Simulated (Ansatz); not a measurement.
Take BaTe in the rock salt structure (space group Fm-3m, No. 225; a = 6.9414 Å) as the base. Axes: x, y, z lie along the cube axes.

Computed with PBEsol, PAW, 420 eV (Ansatz, a first-principles code; without spin-orbit coupling).

Base values:

* **Valence-band top at Γ**: 0.00, 0.00, 0.00 eV
* **Pressure**: 0.00 GPa

Perturbation: biaxial strain +1.67 %, plane normal [111], relaxed out of plane (Cartesian); in-plane vectors clamped, the third vector and the atoms free.

**Question.** Estimate the effect on the ratio −ε⊥/ε∥.

**Answer.** The ratio −ε⊥/ε∥ amounts to 1.07.

**Question.** What does the calculation give for the valence-band top at Γ after the change?

**Answer.** The valence-band top at Γ (three highest levels, from the VBM) goes from 0.00, 0.00, 0.00 eV to 0.00, -0.11, -0.11 eV.

**Question.** What does the calculation give for the pressure after the change?

**Answer.** The pressure (mean of the normal stresses, compression positive) goes from zero to -0.49 GPa.

With Te present, leaving out spin-orbit coupling can change the band edges. The levels and masses belong to the bands next to the band gap. Whether these cells are dynamically stable was not tested.
